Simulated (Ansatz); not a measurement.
Base system: TiB$_{2}$ (space group P6/mmm, No. 191).

```yaml
crystal:
  lattice:
    - [2.99392, 0.00000, 0.00000]
    - [-1.49696, 2.59281, 0.00000]
    - [0.00000, 0.00000, 3.15953]
  atoms:
    - { symbol: Ti, position: [0.00000, 0.00000, 0.00000] }
    - { symbol: B, position: [0.66667, 0.33333, 0.50000] }
    - { symbol: B, position: [0.33333, 0.66667, 0.50000] }
```

Cartesian axes are those of the cell as printed.

The values are results of Ansatz (a quantum-chemistry and plane-wave program) LDA, no spin-orbit coupling, not measurements.

Before the change:

- Pressure = 0.0 GPa
- Shortest interatomic distance = 1.729 Å
- Band gap = zero

One thing is altered: uniaxial strain ε_xx = +1.00 %, all other strain components held at zero, atoms relaxed at fixed cell.

### Question
Predict the new pressure.

### Answer
The pressure (mean of the normal stresses, compression positive) goes from zero to -2.9 GPa.

### Question
Estimate the effect on the energy relative to the base.

### Answer
The energy rises by 1.8 meV/atom.

### Question
Estimate the effect on the shortest interatomic distance.

### Answer
The shortest interatomic distance increases by 0.002 Å to 1.731 Å.

### Question
What does the calculation give for the band gap after the change?

### Answer
The band gap is still zero.

A case with no gap was solved on a k-mesh chosen for an insulator, which is coarse for it. Without a gap, meshes like the base's 13×13×10 leave anisotropic stresses uncertain by several tenths of a GPa, and small strain energies with them. No phonon test of stability was made. All final runs are without spin polarisation.
